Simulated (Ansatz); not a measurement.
**How the lattice parameter c of MoP (P-6m2, No. 187, 2 atoms in the cell; start mp-219) moves with the method**

No measured value is used here.

Put these levels in order of the lattice parameter c that they give for MoP (P-6m2, No. 187, 2 atoms in the cell; start mp-219), smallest first: LDA (Ansatz, a quantum-chemistry and plane-wave program), PBE (Ansatz), PBEsol (Ansatz).

LDA (3.157 Å), PBEsol (3.174 Å), PBE (3.196 Å)

LDA, PBE, PBEsol: the relaxation could not lower the start's symmetry, so the cell can be a saddle point above a distorted one. Ansatz's density-functional and Hartree–Fock values are scalar-relativistic unless marked +SOC, with PAW data made under PBE.

A start named mp-… is a Materials Project structure, which need not be a measured phase.
